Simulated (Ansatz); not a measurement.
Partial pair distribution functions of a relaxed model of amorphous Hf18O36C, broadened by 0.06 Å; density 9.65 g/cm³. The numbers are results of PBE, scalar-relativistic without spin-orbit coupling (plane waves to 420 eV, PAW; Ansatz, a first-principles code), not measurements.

The cell was made by melting and quenching with the CHGNet potential and then relaxed with DFT. O atoms were pushed apart under 1.9 Å during the dynamics, to hinder bonds among them. The hot cell started wider than the set density and was brought back towards it in steps. It is the lowest in DFT energy of 2 quenches. It is a model cell: composition and starting density were chosen by hand, and all elements were melted together. No dispersion term was used. Its density started from a set value of 8.91 and ended at 9.65 g/cm³. Cooling (nominally 300 K/ps over its main leg) ran many orders faster than in experiment, which tends to leave more defects and strain. Values belong to this one cell and scatter from quench to quench. Volume and shape were free in the relaxation. On a 2×2×2 Γ-centred mesh force components of up to 0.16 eV/Å stay, since the relaxation ran on the zone centre alone.

```tsv
r (Å)	g Hf-O	g Hf-C	g Hf-Hf	g O-O
1.80	0.01	0.00	0.00	0.00
1.90	0.44	0.00	0.00	0.00
2.00	3.27	0.04	0.00	0.00
2.10	6.89	1.63	0.00	0.00
2.20	5.40	4.04	0.00	0.04
2.30	2.80	3.27	0.00	0.22
2.40	0.86	2.32	0.00	0.83
2.50	0.65	1.88	0.00	1.59
2.60	0.48	2.36	0.00	2.36
2.70	0.23	0.20	0.00	2.87
2.80	0.28	0.00	0.00	2.99
2.90	0.12	0.08	0.00	1.82
3.00	0.21	1.51	0.01	1.23
3.10	0.37	4.04	0.32	1.33
3.20	0.35	3.04	1.65	0.90
3.30	0.37	0.22	3.60	0.64
3.40	0.56	0.00	3.49	0.59
3.50	0.67	0.00	3.51	0.71
3.60	0.56	0.00	2.13	0.61
3.70	0.66	0.00	2.19	0.70
3.80	0.76	0.00	1.88	0.77
3.90	0.98	0.00	1.39	0.78
4.00	0.83	0.00	1.04	0.99
4.10	1.09	0.01	0.55	1.38
4.20	1.26	0.45	0.81	1.27
```

Within 2.90 Å each Hf has 7.11 O neighbours on average.
